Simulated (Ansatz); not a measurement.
Worked calculations on one periodic cell of amorphous Hf$_{18}$O$_{37}$Mg: Hf18O37Mg, 56 atoms, volume 721.2 Å³, made by a melt-quench on the CHGNet potential and relaxed with DFT. O atoms were pushed apart under 1.9 Å during the dynamics, to hinder bonds among them. It is a model cell: composition and starting density were chosen by hand, and all elements were melted together. Cycles of charging were run to anneal it. Level of theory: PBE, scalar-relativistic without spin-orbit coupling (plane waves to 420 eV, PAW; Ansatz, a quantum-chemistry and plane-wave program). Sampling: a 2×2×2 Γ-centred mesh; Fermi-Dirac width 0.02 eV; no spin polarisation. Its volume was held where the quench left it, its shape was free, and it stands at a mean pressure of 0.8 GPa with stress components up to 0.9 GPa; the relaxation ran on the zone centre alone. Its density went from a set 8.82 to 8.82 g/cm³. The cell is small and was quenched far faster than a real film, so it is one sample of the glass.

Question: Count formal charges (Hf +4, O -2, Mg +2). What does the count lead one to expect at the Fermi level, and what does the calculation give?

Answer: 18 × (+4) + 37 × (-2) + 1 × (+2) = 0. The charges balance, so the anion-derived valence states can be full and a gap can open. On this mesh the highest filled and lowest empty level lie 3.77 eV apart, the PBE gap of this cell, with a localised state at one edge or both.

Four energies for an added electron at PBE on the zone centre alone (charged cells in a uniform background, spin-polarised): neutral at the neutral geometry -305994.596 eV; charged at the neutral geometry -305978.918 eV; charged and relaxed -305979.358 eV; neutral at the charged geometry -305993.719 eV.

Question: Find the two relaxation energies and their sum, the reorganisation energy.

Answer: On charging: -305978.918 − (-305979.358) = 0.440 eV. On discharging: -305993.719 − (-305994.596) = 0.877 eV. The sum is 1.317 eV. The carrier's level spreads over 10 of the 56 atoms' worth, so it counts as partly localised, most on one Hf atom with neighbours O 2.03 Å, O 2.07 Å, O 2.10 Å, O 2.11 Å, O 2.12 Å, O 2.16 Å (neutral geometry). The values are uncorrected: the image energy of a point charge in this cell, 2.84 × 14.40 / (2 × 9.0) = 2.3 eV before screening, is screened by electrons alone at the fixed geometry and by ions too after relaxing, and the carrier can be spread before it relaxes, so each term can be off by up to that value times 1/ε∞, some tenths of an eV. PBE's self-interaction favours spread-out carriers, so a hybrid can localise more.

Four energies for a hole at PBE on the zone centre alone (charged cells in a uniform background, spin-polarised): neutral at the neutral geometry -305994.596 eV; charged at the neutral geometry -306006.288 eV; charged and relaxed -306006.534 eV; neutral at the charged geometry -305993.587 eV.

Question: Find the two relaxation energies and their sum, the reorganisation energy.

Answer: On charging: -306006.288 − (-306006.534) = 0.246 eV. On discharging: -305993.587 − (-305994.596) = 1.009 eV. The sum is 1.255 eV. The carrier's level spreads over 3 of the 56 atoms' worth, so it counts as localised, most on one O atom with neighbours Hf 2.05 Å, Hf 2.08 Å, Hf 2.19 Å (neutral geometry). The values are uncorrected: the image energy of a point charge in this cell, 2.84 × 14.40 / (2 × 9.0) = 2.3 eV before screening, is screened by electrons alone at the fixed geometry and by ions too after relaxing, and the carrier can be spread before it relaxes, so each term can be off by up to that value times 1/ε∞, some tenths of an eV. PBE's self-interaction favours spread-out carriers, so a hybrid can localise more.
